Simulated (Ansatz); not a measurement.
MgO: uniaxial strain ε_zz = −0.50 %

Consider MgO in the rock salt structure (space group Fm-3m, No. 225; a = 4.214 Å). Axes: x, y, z lie along the cube axes.

It is then changed as follows: the cell is compressed by 0.50 % along z with no lateral relaxation, atoms relaxed at fixed cell.

Calculations: Ansatz (a program for electronic structure) PBEsol, scalar-relativistic without spin-orbit coupling. Settings: 13×13×13 k-points, 0.05 eV Fermi–Dirac smearing.

- Volume per atom: 9.31 Å³ (base 9.35 Å³)
- Space group: I4/mmm (No. 139) (base Fm-3m (No. 225))
- Energy relative to the base (free energy F): +0.2 meV/atom
- Pressure (mean of the normal stresses, compression positive): 0.81 GPa (base 0.01 GPa)
- Band gap: 4.66 eV (base 4.62 eV)
- Gap character: direct at Γ (base direct at Γ)
- Electron mass: 0.34 mₑ (at Γ) (base 0.34 mₑ (at Γ))
- Valence-band top at Γ (three highest levels, from the VBM): 0.00, 0.00, -0.01 eV (base 0.00, 0.00, 0.00 eV)
- Stress (xx, yy, zz, yz, xz, xy; compression positive): (0.46, 0.46, 1.52, 0.00, 0.00, 0.00) GPa

Masses are band curvatures over ±0.01 Å⁻¹ around the edge. Stability against distortions was not tested. Labels are those of the standard path for the cell's own space group.
